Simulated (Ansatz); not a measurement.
Ga₂O₃ (Cmcm, No. 63, 10 atoms in the cell; start mp-13134; a measured phase of this formula has another space group), treated with LDA in Ansatz (plane waves, PAW).

Settings: plane-wave cutoff 520 eV, 12×12×6 k mesh (along the axes of the cell as run), Fermi–Dirac smearing 0.01 eV, scalar-relativistic PAW data made under PBE.

Cell (relaxed at this level):

```yaml
crystal:
  lattice:
    - [1.38124, -4.59103, 0.00000]
    - [1.38124, 4.59103, 0.00000]
    - [0.00000, 0.00000, 7.05186]
  atoms:
    - { symbol: Ga, position: [0.24859, 0.75141, 0.25000] }
    - { symbol: Ga, position: [0.75141, 0.24859, 0.75000] }
    - { symbol: Ga, position: [0.00000, 0.00000, 0.50000] }
    - { symbol: Ga, position: [0.00000, 0.00000, 0.00000] }
    - { symbol: O, position: [0.36137, 0.63863, 0.92594] }
    - { symbol: O, position: [0.63863, 0.36137, 0.07406] }
    - { symbol: O, position: [0.63863, 0.36137, 0.42594] }
    - { symbol: O, position: [0.36137, 0.63863, 0.57406] }
    - { symbol: O, position: [0.10455, 0.89545, 0.75000] }
    - { symbol: O, position: [0.89545, 0.10455, 0.25000] }
```

Q: Give the computed band gap.

A: 
* **band gap**: 1.80 eV (on the SCF k mesh)

Note: the relaxation could not lower the start's symmetry, so the cell can be a saddle point above a distorted one.

Spin–orbit coupling is not included.

The computed numbers hold no vibrational or temperature effects.

Cost on a shared machine: about 9 core-minutes (a rough figure).

A start named mp-… is a Materials Project structure, which need not be a measured phase.

Ansatz is a first-principles code.
